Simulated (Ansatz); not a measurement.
Structures of equal composition on the (000-1) surface of 4H silicon carbide (C plane on top): (√3x√3)R30° Sb adatom at H3; (√3x√3)R30° Sb adatom at T4. The slabs share one bottom face, and each structure is named by its start. These are constructed structures in small cells; real faces may alloy, dewet or reconstruct in larger ones, and not all known structures of the face are among them. Slabs of about 11 Å, Fermi-Dirac smearing of 0.025 eV. Bottom of the slabs: H caps. Relaxed from the named starts with such symmetry as they have, on meshes of like density; energies extrapolated to zero smearing; spin only where a row says so; no spin-orbit coupling, no U. Brackets mark spin-polarised runs, whose order is one that fits the cell. Where a second, spin-polarised start was run, the lower counts.

The numbers are results of PBE (plane waves to 420 eV, PAW; Ansatz, an electronic-structure program), not measurements.

Problem. Order them by energy per 1x1 cell (lowest first) at the level PBE.

Solution. (√3x√3)R30° Sb adatom at T4 (0.000 eV, gap 2.20 eV on the mesh), (√3x√3)R30° Sb adatom at H3 (0.079 eV, gap 1.73 eV on the mesh)
